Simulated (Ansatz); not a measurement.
Consider O vacancy in monoclinic ZrO2 strained by -1.5 % along x and y, z held, neutral cell. The step: a nearby O atom hops onto the vacant site; the atom moves 2.68 Å along (-0.01, -0.14, -0.48) of the unit cell; the moving atom starts with neighbours O at 2.56, O at 2.58; Zr at 2.02, Zr at 2.06, Zr at 2.18 Å and ends with O at 2.54, O at 2.56; Zr at 2.04, Zr at 2.07, Zr at 2.14 Å. DFT values are from Ansatz (plane-wave PAW, 420 eV unless said) in a cell of 96 host sites, spin-restricted, static, with no finite-size correction. The charge state is imposed; whether it is stable for some Fermi level was not computed. Forms of the defect that were not tried may lie lower. The start lies 0.077 eV above the lowest site run (PBE). For the PBE band: the saddle point's order was not checked.

```
Level                                                              Forward barrier (eV)  Cost of the band or of the saddle's single point
-----------------------------------------------------------------  --------------------  ------------------------------------------------
CHGNet universal potential (has no charge state), its own band                     0.45                                                 -
PBE, the Γ point alone, band relaxed                                               1.37                      very roughly 15 core-minutes
PBE, a 2×2×2 k-point mesh shifted by half a step, same geometries                  1.40             about 6 core-minutes (a rough figure)
```

Ansatz is a program for electronic structure.
